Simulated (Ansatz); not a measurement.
An Ansatz (a quantum-chemistry and plane-wave program) run: Cs with a change (biaxial strain +0.50 %, plane normal [001], relaxed out of plane); PBEsol (Ansatz), no spin-orbit coupling.

Input:

Ansatz 0.2 input:
```yaml
crystal:
  lattice:
    - [6.0372029952, 0, 0]
    - [0, 6.0372029952, 0]
    - [3.0186014976, -3.0186014976, 2.9960746208]
  atoms:
    - { symbol: Cs, position: [0, 0, 0] }
basis: { ecutwfc: 420, ecutrho_ratio: 4, xc_grid: 2, fft_grid_basis: typed }
kpoints: { mp_grid: { grid: [16, 16, 16] } }
hamiltonian:
  xc: pbesol
  dispersion: none
  pseudopotentials: { kind: paw }
scf: { occupations: { method: fermi_dirac, width: 0.1 } }
relax: { f_tol: 0.005, max_steps: 50, cell: { stress_tol: 0.01, fix: [a, b, gamma] } }
output: { forces: true, stress: true }
checkpoint: { write: state.ck, write_every: 1000 }
```

Output (explanatory and most iteration lines left out):

```
Relaxation: its limit of steps is 50 (relax.max_steps)
Pseudopotential: Cs, paw, valence charge 9
Crystal: 1 atoms, lattice volume = 109.200 Å³
Basis set: ecut = 420 eV, 2123 PW (Γ), exchange–correlation on 90×90×72 points (8 copies of the dense FFT grid, shifted against one another)
Bands: 9, of which v1, the nominal top of the filled ones, is band 5 counted from 1 (4 counted from 0)
Symmetry: 16 space group operations
Space group: I4/mmm (ITA 139), of the structure as read, at distance tolerance 4.8e-5 Å
k-points: 349 of 4096
Functional: x = pbesol(κ = 0.804, μ = 0.12345679012345678), c = pbesol(β = 0.046)
SCF iter   1: F=—  HF=-5585.814756 eV  |F-HF|=—  |Δ(HF+E_count)|=         —  Δρ=4.94e-4  dr2=2.58e-4  ethr=1.77e-3  ⟨swp⟩=6.0  Hψ=25995  notcnv=0
SCF iter   2: F=—  HF=-5585.815083 eV  |F-HF|=—  |Δ(HF+E_count)|=   3.27e-4  Δρ=2.99e-4  dr2=1.15e-4  ethr=2.86e-6  ⟨swp⟩=2.3  Hψ=7672  notcnv=0
SCF 1 converged in 6 iterations: F = -5585.815116 eV  dr2 = 1.44e-9
relax step   1: F+E_penalty+E_count = -5585.81511621 eV  Δ(F+E_penalty+E_count) = +0.000e0 eV  max|allowed force component| = 0.000e0 eV/Å  Δτ_max = 0.0000 Å  P = -0.014 GPa  Ω = 109.200 Å³  fix = [a, b, gamma]  reactions: a -0.015, b -0.015 GPa  (6 SCF iters, dr2 threshold 1.00e-7 eV, accepted)
[... steps on the carried basis left out ...]
relax step   3: F+E_penalty+E_count = -5585.81513708 eV  Δ(F+E_penalty+E_count) = -1.943e-5 eV  max|allowed force component| = 0.000e0 eV/Å  Δτ_max = 0.0000 Å  P = -0.003 GPa  Ω = 108.636 Å³  energy of the carried Pulay correction = +7.286e-7 eV  fix = [a, b, gamma]  reactions: a -0.005, b -0.005 GPa  (5 SCF iters, dr2 threshold 3.23e-10 eV, accepted)
Crystal: 1 atoms, lattice volume = 108.636 Å³
SCF iter   1: F=—  HF=-5585.815148 eV  |F-HF|=—  |Δ(HF+E_count)|=         —  Δρ=3.21e-7  dr2=1.69e-10  ethr=5.51e-8  ⟨swp⟩=3.2  Hψ=37050  notcnv=0
SCF iter   2: F=—  HF=-5585.815136 eV  |F-HF|=—  |Δ(HF+E_count)|=   1.19e-5  Δρ=1.91e-7  dr2=8.80e-11  ethr=1.87e-12  ⟨swp⟩=3.2  Hψ=6638  notcnv=0
SCF 4 converged in 5 iterations: F = -5585.815136 eV  dr2 = 3.09e-13
SCF converged after 5 iterations
Free energy (F): -5585.815136 eV
Internal energy: -5585.774469 eV  (E = F + TS)
E sigma→0 (E₀):  -5585.794803 eV
Entropy (-TS):   -0.040667 eV (-40.667 meV/atom)
Fermi energy:    2.384231 eV
--- Forces (eV/Å), atoms counted from 1 ---
  atom   1  Cs    -0.00000000    -0.00000000     0.00000000
--- Stress (GPa, compression-positive) ---
       -0.005313       0.000000       0.000000
        0.000000      -0.005313       0.000000
        0.000000       0.000000       0.000401
  P = ⅓ Tr σ = -0.0034 GPa (-0.034 kbar)
--- Relaxed structure (3 steps of the walk, 3 accepted, 1 SCFs on fresh bases) ---
  cell:  # Å, volume = 108.6359 Å³
    - [6.0372029952, 0.0, 0.0]
    - [0.0, 6.0372029952, 0.0]
    - [3.0186014976, -3.0186014976, 2.9805876242878293]
  atoms:
    - { symbol: Cs, position: [0.0, 0.0, 0.0] }
```

Whether these cells are dynamically stable was not tested. The cell was made from Cs in the bcc (W type) structure (space group Im-3m, No. 229) by this change: biaxial strain +0.50 %, plane normal [001], relaxed out of plane.
